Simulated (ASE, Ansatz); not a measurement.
A thermal frame of composition Li2ClF, cell Li24Cl12F12, brought to this temperature after a much hotter stage, at a temperature that wasn't checked against the liquidus, so perhaps supercooled [in the CHGNet run: it was liquid; mean temperature 737 K (target 700 K); density 1.47 g/cm³, volume -3 % from the start cell's], from MD with the machine-learned potential CHGNet 0.3.0 in ASE at 700 K. Method: PBE (plane waves, PAW; Ansatz, a quantum-chemistry and plane-wave program).

| Item | Result |
|---|---|
| plane-wave cutoff | 420 eV |
| k-points | Γ only |
| Fermi-Dirac width | 0.060 eV |
| spin | not polarised; no spin-orbit coupling |

A check of the k-sampling: on the last frame of the same run a denser mesh moved the PBE forces by 0.003 eV/Å rms, the static pressure by -0.02 GPa and the free energy by -1 meV/atom. CHGNet's forces on these frames are only 0.81 times the DFT ones, so the atoms are displaced more than DFT's own dynamics would at this temperature.

```xyz
48
Lattice="9.7563 0.0000 0.0000 0.0000 9.7563 0.0000 0.0000 0.0000 9.7563" Properties=species:S:1:pos:R:3 pbc="T T T"
Li     8.3019    12.2857    11.0086
Li     5.3137     4.7439     2.7684
Li     7.2127     0.7810     6.5152
Li    -0.6871     7.2347     0.0934
Li     0.1579     9.8261     0.7198
Li    -0.8809     4.8166     3.7045
Li     3.3502     2.0191     7.2696
Li     0.0113     7.1763    14.5627
Li     7.4905     9.9838     9.2166
Li     2.3645     9.7360     3.8586
Li     4.9137     8.9925     1.7915
Li     8.7753     5.2475     7.6465
Li     6.5155     5.2123    -2.2358
Li    -7.9943    -5.0765     2.1463
Li     6.7100    -3.2045    10.3738
Li     0.8242    -0.2568    -2.2982
Li    12.3067     5.0939    14.4466
Li     7.8216     8.1537    12.1564
Li     2.6025    -0.4798    10.0038
Li     3.2846     2.1668     2.5646
Li     3.8154     5.0992     8.9180
Li     4.5702     7.9247     6.6324
Li    11.0827     3.1013     8.6024
Li     7.0601    -1.6319     4.6930
F      1.0696     8.5013     9.1927
F      7.6914     6.1092    -0.9308
F      3.1567    -0.1850    11.8034
F      4.6382     5.7429    -2.2323
F      1.5671     1.2645    -1.9237
F      6.1974    -1.2878     3.0973
F      8.7839     1.4316     9.7370
F      0.8928     5.5985     3.8232
F      7.7805     6.1248     1.8005
F      3.1683     4.2766     3.1084
F      6.0654    -0.8247     6.1911
F      7.8385    -1.2569     0.5156
Cl     1.1191     5.1548    -1.6577
Cl     0.3556     2.7515     2.4476
Cl     4.5298     9.0931     8.9860
Cl     3.0390     1.9135     5.0474
Cl     2.5534    -1.6524     5.7255
Cl     6.9800     3.0917     7.7134
Cl     8.7840     9.0645     6.4023
Cl     4.3709    -3.3688     1.1858
Cl     8.1080     5.8474     5.4431
Cl     6.1214     2.6673     2.4359
Cl     3.3337     2.9237    -0.0870
Cl     9.7762    -0.6143     2.9760
```

Give the forces on all atoms (eV/Å), the static pressure (no kinetic part), the Kohn-Sham gap at the supercell's Γ point.


```
atom              Fx Fy Fz
----  --------------------
Li1    -0.637 0.068 -0.008
Li2   -0.712 -0.043 -0.458
Li3    -0.920 0.116 -0.331
Li4    0.042 -0.205 -0.462
Li5    -0.414 0.110 -0.319
Li6    0.669 -0.343 -0.911
Li7    -0.356 -0.721 0.429
Li8     1.226 0.336 -0.160
Li9    -0.113 -0.117 0.299
Li10    0.002 -0.483 0.042
Li11   -0.118 -0.306 0.143
Li12   -0.038 -0.125 0.164
Li13    -1.232 0.691 0.212
Li14    -0.099 0.084 0.346
Li15   -0.695 0.240 -0.943
Li16    0.964 -0.254 0.444
Li17  -0.360 -0.063 -0.442
Li18  -0.248 -0.231 -0.926
Li19   0.080 -0.339 -0.093
Li20     0.272 0.500 0.042
Li21    -0.071 0.307 0.136
Li22     0.422 0.091 0.673
Li23   -0.197 -1.393 0.078
Li24    -0.913 0.595 0.880
F25     -0.721 0.599 0.878
F26    0.133 -0.155 -0.475
F27     -0.177 0.738 0.385
F28     0.744 0.082 -0.470
F29      0.360 1.062 0.201
F30     0.440 -0.085 0.064
F31    0.003 -0.813 -0.027
F32     -0.252 0.162 0.072
F33     1.044 -0.035 1.421
F34     0.752 -0.036 0.299
F35    -0.191 0.005 -0.503
F36     0.099 0.309 -0.007
Cl37    0.301 0.503 -0.019
Cl38     0.310 0.585 0.144
Cl39    0.791 0.397 -0.214
Cl40    0.105 0.088 -0.391
Cl41  -0.571 -0.289 -0.511
Cl42   0.275 -0.706 -0.292
Cl43   0.278 -0.289 -0.221
Cl44    0.279 -0.332 0.187
Cl45    -0.991 0.057 0.342
Cl46    0.287 0.008 -0.016
Cl47     0.093 0.091 0.081
Cl48    0.055 -0.462 0.238
```
- static pressure (no kinetic part): -0.91 GPa
- Kohn-Sham gap at the supercell's Γ point: 4.16 eV
